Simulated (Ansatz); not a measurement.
1T (CdI2-type) TiBr2 (cell taken from a computed entry) was calculated with r²SCAN (Ansatz, an electronic-structure program, PAW).

Settings: plane-wave cutoff 500 eV, 12×12×6 k mesh (along the axes of the cell as run), Fermi–Dirac smearing 0.05 eV, spin-polarised start, scalar-relativistic PAW data made under PBE.

Cell (relaxed at this level):

```cif
data_Br2Ti
_chemical_formula_sum 'Ti1 Br2'
_space_group_name_H-M_alt 'P-3m1'
_space_group_IT_number 164
_space_group_name_Hall '-P 3 2"'
_cell_length_a 3.88226
_cell_length_b 3.88226
_cell_length_c 6.46499
_cell_angle_alpha 90.000
_cell_angle_beta 90.000
_cell_angle_gamma 120.000
loop_
_atom_site_label
_atom_site_type_symbol
_atom_site_symmetry_multiplicity
_atom_site_Wyckoff_symbol
_atom_site_fract_x
_atom_site_fract_y
_atom_site_fract_z
_atom_site_occupancy
Ti1 Ti 1 a 0.00000 0.00000 0.00000 1
Br1 Br 2 d 0.33333 0.66667 0.23286 1
```

Predict the band gap.


band gap: 0.58 eV (on the SCF k mesh)

Note: the magnetic order was assumed, not searched for or taken from measurement; the cell comes from a level without a dispersion term, which matters for the spacing of layers, chains or molecules; the relaxation could not lower the start's symmetry, so the cell can be a saddle point above a distorted one; the cell has widely spaced layers and the level no dispersion term, so their spacing and the moduli can rest on weak binding.

Spin–orbit coupling is not included.

Static lattice: no zero-point or thermal effects.
